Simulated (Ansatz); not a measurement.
```
ScSi
1.0
    1.97395    -4.91376     0.00000
    1.97395     4.91376     0.00000
    0.00000     0.00000     3.63583
Sc Si
2 2
Direct
  0.13918   0.86082   0.25000
  0.86082   0.13918   0.75000
  0.41864   0.58136   0.25000
  0.58136   0.41864   0.75000
```

These are PBEsol, DFPT electron-phonon coupling, linearised Boltzmann equation (plane waves, PAW, scalar-relativistic; Ansatz, a quantum-chemistry and plane-wave program) values and carry that method's errors. Cell: relaxed with this functional, without spin-orbit coupling.

### Question
Predict the intrinsic resistivity at 300 K.

### Answer
45 (x), 29 (y), 8.7 (z) μΩ·cm.

### Question
And the electrons' mean free path at that temperature?

### Answer
9.0 (x), 10.1 (y), 8.5 (z) nm, weighted by the current that each state carries. Wires not much wider than this gain resistivity from their walls.

A metal at this level (no band gap). Only scattering by harmonic phonons is included (no impurities, grain boundaries, electron-electron scattering or thermal expansion). Spin-orbit coupling is left out. The run warned that the eigensolver left some states short of its tolerance. Halving the electron mesh (24x24x24) moves the resistivity by up to 4 % at 300 K, the mean free path by up to 2 %. Smearing 0.20 eV; phonons on a 4x4x4 q mesh, which this run doesn't test.

Computed structure with no diffraction record at hand here (it may be known, metastable or hypothetical): ScSi (Cmcm).
